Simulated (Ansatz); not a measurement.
Consider this model of amorphous Mo₁₄S₄₂.

```xyz
56
Lattice="10.7569 0.1164 -0.2358 0.1164 10.5727 -0.1282 -0.2358 -0.1282 10.8547" Properties=species:S:1:pos:R:3 pbc="T T T"
Mo     2.2891     5.2864     2.3421
Mo     4.6122     3.9805     0.2892
Mo     8.3429     6.8481     8.5219
Mo     6.5978     4.8230     9.7775
Mo     1.9482     8.3163     4.2359
Mo     6.7265     5.9510     1.4756
Mo     3.9675     9.3248     6.5113
Mo     5.4363     1.2368     6.4438
Mo     7.1555     9.7218     6.9770
Mo     0.3164     0.0523     3.0845
Mo     4.2899     7.4272     2.4700
Mo     1.9006     3.4782     0.2400
Mo     1.3393    10.4845     5.5775
Mo    10.0468     8.8782     7.6781
S      6.1945     7.3356     7.2194
S      4.7122     4.0910     8.8145
S      3.4266     1.7710    10.3814
S      9.1223     6.1804     1.7333
S      0.2460     1.9810     4.5119
S      9.2772     1.6271     3.1824
S      4.0568     7.4588     4.8048
S      2.9687     0.9805     6.9290
S      4.8010     2.3942     4.4075
S      2.9089     5.5777    -0.0212
S      5.2395    10.3805     8.2599
S      1.0597    10.3977     0.7104
S      0.3335     4.0590     1.7930
S      8.6016     7.8561     6.1659
S      4.7516     5.0896     2.5896
S      1.0152     5.9726     4.3625
S      4.4262     8.8854     0.4990
S      4.2676     7.4380     8.0036
S      6.6907     7.9562     2.7540
S      5.6964     9.8985     5.0048
S      6.5388     7.0201    10.3157
S     10.5214     7.4791     9.6521
S     10.3939     9.1414     4.1729
S      6.9353     3.5860     0.8730
S     10.4975     0.4589     7.4254
S      5.5150     3.5997     5.8821
S      7.4478     1.4557     7.8084
S     -0.1042     6.3866     8.0753
S      1.6941     8.4268     6.7415
S      5.3385     9.6529     2.1119
S      2.4803     4.5255     4.5776
S      9.9815     9.6834     0.8711
S      3.4858     2.1846     1.5540
S      1.9053     7.6126     1.9415
S      8.2093     5.5605     3.4199
S      7.8600     1.1266     5.8398
S      2.5762    -0.0062     3.7315
S      1.0256     3.4946     8.8001
S      8.9481     4.6393     9.4993
S      7.9422     4.5353     7.6879
S      0.0111     2.0599     9.8436
S      8.2167     9.2778     9.0840
```

Level of theory: PBE-D3(BJ), scalar-relativistic without spin-orbit coupling (plane waves to 420 eV, PAW; Ansatz, a first-principles code).

The cell was made by melting and quenching with the CHGNet potential and then relaxed with DFT. The hot cell started wider than the set density and was brought back towards it in steps. It is the lowest in DFT energy of 4 quenches. It is a model cell: composition and starting density were chosen by hand, and all elements were melted together. The geometry includes D3(BJ) dispersion. Its density started from a set value of 3.65 and ended at 3.62 g/cm³. The simulated quench (nominally 70 K/ps over its main leg) is rapid and tends to freeze in more defects than a deposited or slowly cooled glass has. A cell of this size samples the disorder only roughly. Volume and shape were free in the relaxation. On a 2×2×2 Γ-centred mesh force components of up to 0.14 eV/Å stay, since the relaxation ran on one k-point at (1/4, 1/4, 1/4).

Neighbours within Mo-Mo 3.76 Å, Mo-S 2.82 Å, S-S 2.38 Å count as bonded.

### Question
Give the coordination numbers, mean bond lengths and angles.

### Answer

The mean coordination of Mo is 9.50 (3 with 8, 4 with 9, 4 with 10, 3 with 11). The mean coordination of S comes out as 2.69 (15 with 2, 25 with 3, 2 with 4). The mean Mo-S bond is 2.432 Å (spread 0.080 Å, 87 counted). The mean Mo-Mo bond is 3.027 Å (spread 0.269 Å, 23 counted) and the mean S-S bond comes out as 2.069 Å (spread 0.061 Å, 13 counted). The bond angle at Mo is mean 97.2°, spread 34.6° and the bond angle at S is mean 78.7°, spread 18.9°.
